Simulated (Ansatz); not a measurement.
All values below come from PBE (plane waves to 420 eV, PAW; Ansatz, an electronic-structure program).

Plane-averaged electrostatic potential energy along the normal, in eV from the Fermi level, for the (0001) surface of hcp Re, one row in 2 of the top plane missing (bottom of the slab: a bare face, its two planes held):

```json
[
 {"z (Å)": "3.72", "V (eV)": "5.03"},
 {"z (Å)": "4.01", "V (eV)": "5.03"},
 {"z (Å)": "4.30", "V (eV)": "5.03"},
 {"z (Å)": "4.58", "V (eV)": "5.02"},
 {"z (Å)": "4.87", "V (eV)": "5.01"},
 {"z (Å)": "5.16", "V (eV)": "4.99"},
 {"z (Å)": "5.44", "V (eV)": "4.95"},
 {"z (Å)": "5.73", "V (eV)": "4.86"},
 {"z (Å)": "6.02", "V (eV)": "4.67"},
 {"z (Å)": "6.30", "V (eV)": "4.30"},
 {"z (Å)": "6.59", "V (eV)": "3.52"},
 {"z (Å)": "6.88", "V (eV)": "1.94"},
 {"z (Å)": "7.16", "V (eV)": "-1.32"},
 {"z (Å)": "7.45", "V (eV)": "-8.58"},
 {"z (Å)": "7.73", "V (eV)": "-17.65"},
 {"z (Å)": "8.02", "V (eV)": "-23.34"},
 {"z (Å)": "8.31", "V (eV)": "-23.04"},
 {"z (Å)": "8.59", "V (eV)": "-16.92"},
 {"z (Å)": "8.88", "V (eV)": "-7.86"},
 {"z (Å)": "9.17", "V (eV)": "-2.28"},
 {"z (Å)": "9.45", "V (eV)": "-3.19"},
 {"z (Å)": "9.74", "V (eV)": "-10.56"},
 {"z (Å)": "10.03", "V (eV)": "-19.32"},
 {"z (Å)": "10.31", "V (eV)": "-24.03"},
 {"z (Å)": "10.60", "V (eV)": "-22.49"},
 {"z (Å)": "10.89", "V (eV)": "-15.47"},
 {"z (Å)": "11.17", "V (eV)": "-6.43"},
 {"z (Å)": "11.46", "V (eV)": "-1.92"},
 {"z (Å)": "11.74", "V (eV)": "-3.49"},
 {"z (Å)": "12.03", "V (eV)": "-11.20"},
 {"z (Å)": "12.32", "V (eV)": "-19.73"},
 {"z (Å)": "12.60", "V (eV)": "-24.01"},
 {"z (Å)": "12.89", "V (eV)": "-22.02"},
 {"z (Å)": "13.18", "V (eV)": "-14.74"},
 {"z (Å)": "13.46", "V (eV)": "-5.93"},
 {"z (Å)": "13.75", "V (eV)": "-2.31"},
 {"z (Å)": "14.04", "V (eV)": "-5.31"},
 {"z (Å)": "14.32", "V (eV)": "-13.77"},
 {"z (Å)": "14.61", "V (eV)": "-21.42"},
 {"z (Å)": "14.90", "V (eV)": "-24.07"},
 {"z (Å)": "15.18", "V (eV)": "-20.40"},
 {"z (Å)": "15.47", "V (eV)": "-12.23"},
 {"z (Å)": "15.76", "V (eV)": "-4.27"},
 {"z (Å)": "16.04", "V (eV)": "-2.09"},
 {"z (Å)": "16.33", "V (eV)": "-6.07"},
 {"z (Å)": "16.61", "V (eV)": "-15.00"},
 {"z (Å)": "16.90", "V (eV)": "-22.32"},
 {"z (Å)": "17.19", "V (eV)": "-24.31"},
 {"z (Å)": "17.47", "V (eV)": "-20.08"},
 {"z (Å)": "17.76", "V (eV)": "-11.80"},
 {"z (Å)": "18.05", "V (eV)": "-4.79"},
 {"z (Å)": "18.33", "V (eV)": "-4.70"},
 {"z (Å)": "18.62", "V (eV)": "-7.72"},
 {"z (Å)": "18.91", "V (eV)": "-9.88"},
 {"z (Å)": "19.19", "V (eV)": "-9.34"},
 {"z (Å)": "19.48", "V (eV)": "-6.10"},
 {"z (Å)": "19.77", "V (eV)": "-1.65"},
 {"z (Å)": "20.05", "V (eV)": "1.32"},
 {"z (Å)": "20.34", "V (eV)": "2.61"},
 {"z (Å)": "20.63", "V (eV)": "3.24"},
 {"z (Å)": "20.91", "V (eV)": "3.56"},
 {"z (Å)": "21.20", "V (eV)": "3.71"},
 {"z (Å)": "21.48", "V (eV)": "3.79"},
 {"z (Å)": "21.77", "V (eV)": "3.83"},
 {"z (Å)": "22.06", "V (eV)": "3.85"},
 {"z (Å)": "22.34", "V (eV)": "3.86"},
 {"z (Å)": "22.63", "V (eV)": "3.86"},
 {"z (Å)": "22.92", "V (eV)": "3.87"},
 {"z (Å)": "23.20", "V (eV)": "3.87"},
 {"z (Å)": "23.49", "V (eV)": "3.87"}
]
```

Slab: 11 atoms, 11.2 Å thick at the start; k 15x8x1, smearing 0.1 eV, dipole-corrected; 4 atoms held, the rest relaxed; no symmetry held; no spin, no spin-orbit, no U. It is one candidate, not shown to be the stable structure of the face.

Task: The surface cell has an area of 13.34 Å². What dipole along the normal does the step between the two vacuum levels imply?

Result: the top vacuum level lies 1.16 eV below the bottom one; p = −ε₀ A ΔV (ε₀ = 0.005526 e/(V·Å)) gives 0.09 e·Å a cell.
